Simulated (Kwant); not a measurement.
System: wire with a row of barriers in a GaN two-dimensional gas. Effective mass 0.22 mₑ, grid spacing 2 nm, hard walls, nominal width 60 nm (29 grid rows, so walls 60 nm apart), one parabolic valley, scattering region 200 nm long along x; energies count from the band bottom; Fermi energy swept from 0.00037983 to 0.0045105 eV. 4 barrier(s) across the wire, height 0.028 eV, thickness 4 nm (about 2 grid columns), spaced by 32 nm.

Constants are typed, rounded textbook-type inputs, not results; the design itself was drawn at random and stands for no fabricated device.

Computed with Kwant: effective-mass tight-binding model on a square grid, one spin, coherent transport at 0 K. Conductance is in e²/h.

### Question
How many channels do the leads carry at E = 2.74, 3.68 meV?

### Answer
The hard-wall thresholds are n² ħ²π²/(2mW²) = n² × 0.475 meV with W = 60 nm. √(2.74/0.475) = 2.40, so 2. √(3.68/0.475) = 2.78, so 2.
